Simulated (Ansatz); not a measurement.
**NbP: element substitutions**

The parent structure is NbP (space group I4_1md, No. 109; a = 3.320 Å, c = 11.288 Å).

Each row replaces one element on all its sites; cell and atoms are relaxed.

The values are results of PBEsol (Ansatz, an electronic-structure program), without spin-orbit coupling, not measurements.

Question: Only one of these changes the space group of the base. Which?
A) P → As
B) P → N
C) P → Al
D) Nb → Mo

Answer: C, P → Al. Computed: P → As: I4_1md (No. 109); P → Al: I4_1/amd (No. 141); Nb → Mo: I4_1md (No. 109); P → N: I4_1md (No. 109)

Stability against distortions was not tested. As relaxed here, NbAl, MoP and NbN are hypothetical phases, not in the database extracts checked. The final runs are not spin-polarised.
